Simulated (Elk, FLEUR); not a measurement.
A FLEUR input for a self-consistent single point of Ti₃In (I4/mmm, 4 atoms in the cell) (DFT, LDA (Perdew-Zunger), all-electron FLAPW (FLEUR), scalar-relativistic valence):

Input of the input generator:

```
Ti3In
&input film=f /
-1.9733340000 1.9733340000 4.2158220000
1.9733340000 -1.9733340000 4.2158220000
1.9733340000 1.9733340000 -4.2158220000
1.8897261246
1.0 1.0 1.0

4
22 0.7500000000 0.2500000000 0.5000000000
22 0.2500000000 0.7500000000 0.5000000000
22 0.5000000000 0.5000000000 0.0000000000
49 0.0000000000 0.0000000000 0.0000000000

&comp jspins=1 /
&exco xctyp='pz' /
&kpt div1=8 div2=8 div3=8 gamma=t /
&end /
```

```xml
<?xml version="1.0" encoding="UTF-8" standalone="no"?>
<fleurInput fleurInputVersion="0.39">
   <comment>
      Ti3In                                                                                               
   </comment>
   <calculationSetup>
      <cutoffs Kmax="4.0" Gmax="12.0" GmaxXC="12.0" numbands="0"/>
      <scfLoop itmax="100" minDistance="0.00001" maxIterBroyd="15" imix="Anderson" alpha="0.05" precondParam="0.0" spinf="2.0"/>
      <coreElectrons ctail="T" frcor="F" kcrel="0" coretail_lmax="0"/>
      <xcFunctional name="pz" relativisticCorrections="F"/>
      <magnetism jspins="1"/>
      <soc l_soc="F" theta="0.0" phi="0.0" spav="F"/>
      <expertModes spex="0" secvar="F"/>
      <geometryOptimization l_f="T" forcealpha="1.0" forcemix="BFGS" epsdisp="0.00001" epsforce="0.00001"/>
      <ldaU l_linMix="F" mixParam="0.05" spinf="1.0"/>
   </calculationSetup>
   <cell>
      <bzIntegration valenceElectrons="49.0" mode="hist" fermiSmearingEnergy="0.00367493">
         <kPointListSelection listName="default-1"/>
         <!-- k-points included here -->
         <xi:include xmlns:xi="http://www.w3.org/2001/XInclude" href="kpts.xml"> </xi:include>
      </bzIntegration>
      <!-- symmetry operations included here -->
      <xi:include xmlns:xi="http://www.w3.org/2001/XInclude" href="sym.xml"> </xi:include>
      <bulkLattice scale="1.0">
         <bravaisMatrix>
            <row-1>   -3.7290608123614160     3.7290608123614160     7.9667489700634206</row-1>
            <row-2>    3.7290608123614160    -3.7290608123614160     7.9667489700634206</row-2>
            <row-3>    3.7290608123614160     3.7290608123614160    -7.9667489700634206</row-3>
         </bravaisMatrix>
      </bulkLattice>
   </cell>
   <atomSpecies>
      <species name="Titanium (Ti)" element="Ti" atomicNumber="22">
         <mtSphere radius="2.46" gridPoints="867" logIncrement="0.014"/>
         <atomicCutoffs lmax="10" lnonsphr="8"/>
         <electronConfig flipSpins="F">
            <coreConfig>(1s1/2) (2s1/2) (2p1/2) (2p3/2)</coreConfig>
            <valenceConfig>(3s1/2) (3p1/2) (3p3/2) (4s1/2) (3d3/2) (3d5/2)</valenceConfig>
            <stateOccupation state="(3d3/2)" spinUp="0.4" spinDown="0.4"/>
            <stateOccupation state="(3d5/2)" spinUp="0.6" spinDown="0.6"/>
         </electronConfig>
         <energyParameters s="4" p="4" d="3" f="4"/>
         <lo type="SCLO" l="0" n="3" eDeriv="0"/>
         <lo type="SCLO" l="1" n="3" eDeriv="0"/>
      </species>
      <species name="Indium (In)" element="In" atomicNumber="49">
         <mtSphere radius="2.46" gridPoints="867" logIncrement="0.015"/>
         <atomicCutoffs lmax="10" lnonsphr="8"/>
         <electronConfig flipSpins="F">
            <coreConfig>(1s1/2) (2s1/2) (2p1/2) (2p3/2) (3s1/2) (3p1/2) (3p3/2) (4s1/2) (3d3/2) (3d5/2) (4p1/2) (4p3/2)</coreConfig>
            <valenceConfig>(5s1/2) (4d3/2) (4d5/2) (5p1/2) (5p3/2)</valenceConfig>
            <stateOccupation state="(5p1/2)" spinUp="0.1666666666667" spinDown="0.1666666666667"/>
            <stateOccupation state="(5p3/2)" spinUp="0.3333333333333" spinDown="0.3333333333333"/>
         </electronConfig>
         <energyParameters s="5" p="5" d="5" f="4"/>
         <lo type="SCLO" l="2" n="4" eDeriv="0"/>
      </species>
   </atomSpecies>
   <atomGroups>
      <atomGroup species="Titanium (Ti)">
         <relPos label="                   1">-1.000/4.000 1.000/4.000 1.000/2.000</relPos>
         <relPos label="                   2">1.000/4.000 -1.000/4.000 1.000/2.000</relPos>
         <force calculate="T" relaxXYZ="TTT"/>
      </atomGroup>
      <atomGroup species="Titanium (Ti)">
         <relPos label="                   3">1.000/2.000 1.000/2.000 .0000000000</relPos>
         <force calculate="T" relaxXYZ="TTT"/>
      </atomGroup>
      <atomGroup species="Indium (In)">
         <relPos label="                   4">.0000000000 .0000000000 .0000000000</relPos>
         <force calculate="T" relaxXYZ="TTT"/>
      </atomGroup>
   </atomGroups>
   <output dos="F" band="F" slice="F">
      <checks vchk="F" cdinf="F"/>
      <bandDOS minEnergy="-.5*Htr" maxEnergy="0.5*Htr" sigma="0.015" storeEVData="T"/>
      <vacuumDOS vacdos="F" integ="F" star="F" nstars="0" locx1="0.0" locy1="0.0" locx2="0.0" locy2="0.0" nstm="0" tworkf="0.0"/>
      <unfoldingBand unfoldBand="F" supercellX="1" supercellY="1" supercellZ="1"/>
      <plotting iplot="0" polar="F">
         <plot TwoD="T" vec1="  1.0  0.0  0.0" vec2="  0.0  1.0  0.0" vec3="  0.0  0.0  1.0" zero="  0.0  0.0  0.0" file="plot"/>
      </plotting>
      <chargeDensitySlicing numkpt="0" minEigenval="0.0" maxEigenval="0.0" nnne="0" pallst="F"/>
      <specialOutput eonly="F"/>
      <magneticCircularDichroism mcd="F" energyLo="-10.0" energyUp="0.0"/>
   </output>
  <!-- We include the file relax.xml here to enable relaxations (see documentation) -->
  <xi:include xmlns:xi="http://www.w3.org/2001/XInclude" href="relax.xml"> <xi:fallback/> </xi:include>
</fleurInput>
```

### Question
Translate this input to Elk.

### Answer
This is the input that was run; spellings and numerical settings could be chosen otherwise.

```
tasks
  0

swidth
  0.00367493

maxscl
  100

avec
   -3.7290608124    3.7290608124    7.9667489702
    3.7290608124   -3.7290608124    7.9667489702
    3.7290608124    3.7290608124   -7.9667489702

atoms
  2
  'Ti.in'
  3
  0.7500000000  0.2500000000  0.5000000000    0.0 0.0 0.0
  0.2500000000  0.7500000000  0.5000000000    0.0 0.0 0.0
  0.5000000000  0.5000000000  0.0000000000    0.0 0.0 0.0
  'In.in'
  1
  0.0000000000  0.0000000000  0.0000000000    0.0 0.0 0.0

ngridk
  8 8 8
```

Basis settings and potentials, where a program has them, do not carry over. This input uses DFT, LDA (PW92), all-electron FP-LAPW, Elk's shipped species files, default APW+lo basis. LDA parametrisations can differ slightly between programs.

The starting cell comes from a database of computed structures (which also holds hypothetical and non-ambient phases and stackings), without a prior relaxation at this level. Its lattice was rescaled by a random factor within 2.5 % of one. For this run, on top of that: lattice scaled by 0.98.
